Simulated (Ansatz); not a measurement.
An Ansatz (a quantum-chemistry and plane-wave program) run: Sn with a change (biaxial strain −2.10 %, plane normal [001], relaxed out of plane); Kohn–Sham DFT with the r2SCAN functional, run in Ansatz with PAW and 500 eV plane waves, scalar-relativistic without spin-orbit coupling.

Input:

Ansatz 0.2 input:
```yaml
crystal:
  lattice:
    - [4.5458661625, 0, 0]
    - [0, 4.5458661625, 0]
    - [2.2729330812, -2.2729330812, 3.3178387376]
  atoms:
    - { symbol: Sn, position: [0.75, 0.75, 0.5] }
    - { symbol: Sn, position: [0, 0, 0] }
basis: { ecutwfc: 500, ecutrho_ratio: 4, xc_grid: 4, fft_grid_basis: typed }
kpoints: { mp_grid: { grid: [12, 12, 12] } }
hamiltonian:
  xc: r2scan
  dispersion: none
  pseudopotentials: { kind: paw }
scf: { occupations: { method: fermi_dirac, width: 0.05 } }
relax: { f_tol: 0.005, max_steps: 50, cell: { stress_tol: 0.01, fix: [a, b, gamma] } }
output: { forces: true, stress: true }
checkpoint: { write: state.ck, write_every: 1000 }
```

Output (explanatory and most iteration lines left out):

```
Relaxation: its limit of steps is 50 (relax.max_steps)
Pseudopotential: Sn, paw, valence charge 14
Crystal: 2 atoms, lattice volume = 68.563 Å³
Basis set: ecut = 500 eV, 1745 PW (Γ), exchange–correlation on 144×144×144 points (64 copies of the dense FFT grid, shifted against one another)
Bands: 18, of which v1, the nominal top of the filled ones, is band 14 counted from 1 (13 counted from 0)
Symmetry: 16 space group operations
Space group: I41/amd (ITA 141), of the structure as read, at distance tolerance 4.1e-5 Å
k-points: 163 of 1728
Functional: x = r2scan, c = r2scan; τ floored in thin density (d = 2e-4 eV/Å³)
SCF iter   1: F=—  HF=-12077.256539 eV  |F-HF|=—  |Δ(HF+E_count)|=         —  Δρ=4.87e-3  dr2=6.76e-3  dr2_τ=5.10e-3  ethr=1.77e-3  ⟨swp⟩=6.0  Hψ=15835  notcnv=0
SCF iter   2: F=—  HF=-12077.265107 eV  |F-HF|=—  |Δ(HF+E_count)|=   8.57e-3  Δρ=1.75e-3  dr2=9.52e-4  dr2_τ=2.10e-5  ethr=2.42e-5  ⟨swp⟩=2.0  Hψ=7172  notcnv=0
SCF 1 converged in 6 iterations: F = -12077.265289 eV  dr2 = 6.23e-11
relax step   1: F+E_penalty+E_count = -12077.26528911 eV  Δ(F+E_penalty+E_count) = +0.000e0 eV  max|allowed force component| = 4.857e-17 eV/Å  Δτ_max = 0.0000 Å  P = +1.474 GPa  Ω = 68.563 Å³  fix = [a, b, gamma]  reactions: a +1.877, b +1.877 GPa  (6 SCF iters, dr2 threshold 1.00e-7 eV, accepted)
[... steps on the carried basis left out ...]
relax step   3: F+E_penalty+E_count = -12077.26654506 eV  Δ(F+E_penalty+E_count) = -1.043e-4 eV  max|allowed force component| = 5.204e-17 eV/Å  Δτ_max = 0.0000 Å  P = +1.037 GPa  Ω = 69.177 Å³  energy of the carried Pulay correction = -1.221e-5 eV  fix = [a, b, gamma]  reactions: a +1.557, b +1.557 GPa  (3 SCF iters, dr2 threshold 8.65e-8 eV, accepted)
Crystal: 2 atoms, lattice volume = 69.177 Å³
SCF iter   1: F=—  HF=-12077.266559 eV  |F-HF|=—  |Δ(HF+E_count)|=         —  Δρ=8.89e-6  dr2=4.55e-8  dr2_τ=1.68e-8  ethr=3.18e-7  ⟨swp⟩=2.5  Hψ=22556  notcnv=0
SCF iter   2: F=—  HF=-12077.266559 eV  |F-HF|=—  |Δ(HF+E_count)|=   3.48e-7  Δρ=3.67e-6  dr2=5.44e-9  dr2_τ=1.89e-10  ethr=1.62e-10  ⟨swp⟩=3.0  Hψ=5656  notcnv=0
SCF 4 converged in 5 iterations: F = -12077.266559 eV  dr2 = 5.74e-13
SCF converged after 5 iterations
Free energy (F): -12077.266559 eV
Internal energy: -12077.265795 eV  (E = F + TS)
E sigma→0 (E₀):  -12077.266177 eV
Entropy (-TS):   -0.000764 eV (-0.382 meV/atom)
Fermi energy:    7.652861 eV
--- Forces (eV/Å), atoms counted from 1 ---
  atom   1  Sn    -0.00000000    -0.00000000    -0.00000000
  atom   2  Sn     0.00000000     0.00000000     0.00000000
--- Stress (GPa, compression-positive) ---
        1.557133       0.000000       0.000000
        0.000000       1.557133      -0.000000
        0.000000      -0.000000      -0.002568
  P = ⅓ Tr σ = 1.0372 GPa (10.372 kbar)
--- Relaxed structure (3 steps of the walk, 3 accepted, 1 SCFs on fresh bases) ---
  cell:  # Å, volume = 69.1766 Å³
    - [4.5458661625, 1.2905489523945038e-22, 3.425301852289877e-11]
    - [1.2905486480740044e-22, 4.5458661625, -3.4253014484129516e-11]
    - [2.2729330812247763, -2.2729330812247763, 3.347539257980666]
  atoms:
    - { symbol: Sn, position: [0.7500000000000001, 0.7500000000000001, 0.5] }
    - { symbol: Sn, position: [5.687855377179715e-34, 1.938136625168474e-34, -2.902386307337809e-34] }
```

No phonon test of stability was made. The cell was made from Sn in the diamond structure (space group Fd-3m, No. 227) by this change: biaxial strain −2.10 %, plane normal [001], relaxed out of plane.
